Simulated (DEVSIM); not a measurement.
Structure: Al0.3Ga0.7As/GaAs n-p heterojunction, at 300 K.

```csv
layer (left to right),material,thickness (μm),Nd (cm⁻³),Na (cm⁻³),τn (s),τp (s)
1,Al0.3Ga0.7As,0.330,4.5e16,-,3.7e-10,3.7e-10
2,GaAs,4.30,-,1.6e15,3.7e-10,3.7e-10
```

Left contact: ohmic. Right contact: ohmic. Voltage is applied to the left contact. Recombination: SRH at mid-gap, Auger. Mobility is μmin + (μ − μmin)/(1 + (N/Nref)^α).

The device is made up for the run: typed textbook-type constants, with dimensions and the other settings drawn at random. Values at 300 K.

```tsv
parameter	Al0.3Ga0.7As	GaAs
gap (eV)	1.7981	1.424
affinity (eV)	3.833	4.07
permittivity	12.05	12.9
Nc (cm⁻³)	6.96e17	4.7e17
Nv (cm⁻³)	9e18	9e18
μn (cm²/Vs)	3880	8500
μp (cm²/Vs)	197	400
μn,min	500	500
μp,min	20	20
Nref,n	6e16	6e16
Nref,p	1.5e17	1.5e17
αn	0.39	0.39
αp	0.38	0.38
Cn (cm⁶/s)	1e-30	1e-30
Cp (cm⁶/s)	1e-30	1e-30
```

Model (solved in DEVSIM): 1D drift-diffusion, Boltzmann statistics, complete ionisation; no tunnelling, impact ionisation, image-force lowering or self-heating. Band offsets follow the typed affinities; no thermionic-emission limit at abrupt steps, no polarisation charge.

Task: Give the dark forward current.

Result: 
```json
[
 {"V (V)": "-0.05", "J (A/cm²)": "-5.0e-9"},
 {"V (V)": "-0.10", "J (A/cm²)": "-1.7e-8"},
 {"V (V)": "-0.15", "J (A/cm²)": "-5.0e-8"},
 {"V (V)": "-0.20", "J (A/cm²)": "-1.4e-7"},
 {"V (V)": "-0.30", "J (A/cm²)": "-1.0e-6"},
 {"V (V)": "-0.35", "J (A/cm²)": "-2.9e-6"},
 {"V (V)": "-0.40", "J (A/cm²)": "-7.8e-6"},
 {"V (V)": "-0.45", "J (A/cm²)": "-2.2e-5"},
 {"V (V)": "-0.50", "J (A/cm²)": "-6.0e-5"},
 {"V (V)": "-0.55", "J (A/cm²)": "-0.00017"},
 {"V (V)": "-0.60", "J (A/cm²)": "-0.00047"},
 {"V (V)": "-0.70", "J (A/cm²)": "-0.0040"},
 {"V (V)": "-0.75", "J (A/cm²)": "-0.012"},
 {"V (V)": "-0.80", "J (A/cm²)": "-0.043"},
 {"V (V)": "-0.85", "J (A/cm²)": "-0.17"},
 {"V (V)": "-0.90", "J (A/cm²)": "-0.77"},
 {"V (V)": "-0.95", "J (A/cm²)": "-3.5"},
 {"V (V)": "-1.05", "J (A/cm²)": "-33"},
 {"V (V)": "-1.10", "J (A/cm²)": "-69"},
 {"V (V)": "-1.15", "J (A/cm²)": "-120"},
 {"V (V)": "-1.20", "J (A/cm²)": "-200"},
 {"V (V)": "-1.25", "J (A/cm²)": "-310"},
 {"V (V)": "-1.30", "J (A/cm²)": "-450"},
 {"V (V)": "-1.35", "J (A/cm²)": "-630"},
 {"V (V)": "-1.45", "J (A/cm²)": "-1100"},
 {"V (V)": "-1.50", "J (A/cm²)": "-1400"},
 {"V (V)": "-1.55", "J (A/cm²)": "-1800"},
 {"V (V)": "-1.60", "J (A/cm²)": "-2200"}
]
```
